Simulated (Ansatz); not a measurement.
Base system: HfN in the rock salt structure (space group Fm-3m, No. 225; a = 4.526 Å; relaxed with 0.1 eV smearing).

Computed with r2SCAN, PAW, 500 eV (Ansatz, an electronic-structure program; scalar-relativistic without spin-orbit coupling).

Base values:

The pressure is 0.0 GPa.

One thing is altered: every lattice vector is shortened by 3.00 %, atoms relaxed at fixed cell.

Question: What happens to the energy relative to the base?

Answer: The energy grows by 91 meV/atom.

Question: What does the calculation give for the pressure after the change?

Answer: The pressure goes from zero to 31.2 GPa.

The cells carry an imposed strain or load. No phonon test of stability was made. All final runs are without spin polarisation. An odd electron count without spin: HfN.
